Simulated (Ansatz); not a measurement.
Start from LiCl in the rock salt structure (space group Fm-3m, No. 225).

```
CELL_PARAMETERS angstrom
      0.00000     2.55614     2.55614
      2.55614     0.00000     2.55614
      2.55614     2.55614     0.00000
ATOMIC_POSITIONS crystal
  Cl 0.00000 0.00000 0.00000
  Li 0.50000 0.50000 0.50000
```

Calculations: DFT with r2SCAN, PAW potentials and a 500 eV plane-wave cutoff in Ansatz (a program for electronic structure), no spin-orbit coupling.

Base values:

The width of the top valence band comes out as 1.14 eV and the band gap comes out as 7.29 eV. The electron mass comes out as 0.47 mₑ (at Γ).

Now apply this change: the cell is scaled by 1.0586 in all directions; the atoms relax in the strained cell.

### Question
Estimate the effect on the width of the top valence band, band gap, energy relative to the base and electron mass.

### Answer
The width of the top valence band drops by 0.29 eV to 0.85 eV; the band gap shrinks by 0.945 eV (7.29 eV → 6.34 eV); the energy grows by 46 meV/atom; the electron mass becomes 0.46 mₑ (at Γ) (base: 0.47 mₑ (at Γ)).

Masses are band curvatures over ±0.01 Å⁻¹ around the edge. No phonon test of stability was made.
